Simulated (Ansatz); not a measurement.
## Pressure series in NbN

Take NbN in the rock salt structure (space group Fm-3m, No. 225; a = 4.421 Å) as the base.

Cell and atoms are relaxed at each pressure.

Calculations: Ansatz (a first-principles code), PBE, PAW, cutoff 420 eV, no SOC, earlier PAW set.

```
pressure (GPa)  volume per atom (Å³/atom)
--------------  -------------------------
-2                                 10.874
-1                                 10.838
0                                  10.802
1.8                                10.740
9                                       ?
18                                 10.253
30                                  9.956
45                                  9.638
60                                  9.365
```

Q: Fit the third-order Birch–Murnaghan form P(V) = (3B₀/2)[(V₀/V)^(7/3) − (V₀/V)^(5/3)]·[1 + (3/4)(B₀′ − 4)((V₀/V)^(2/3) − 1)] (squares taken in P) to the rows shown and predict the withheld row.

A: Least squares on the printed values gives V₀ = 10.802 Å³/atom, B₀ = 308 GPa, B₀′ = 4.3; this predicts 10.509 Å³/atom, and the run gives 10.509 Å³/atom, in agreement.

Measured bulk modulus of NbN: 292 GPa (temperature not stated; as listed in arXiv:1102.4063); the computed value is for a static lattice, so the two differ by thermal effects too.

Load acts through the strain it causes; cell and atoms are relaxed under it. Whether these cells are dynamically stable was not tested. Competing high-pressure phases were not computed. The final runs are not spin-polarised.
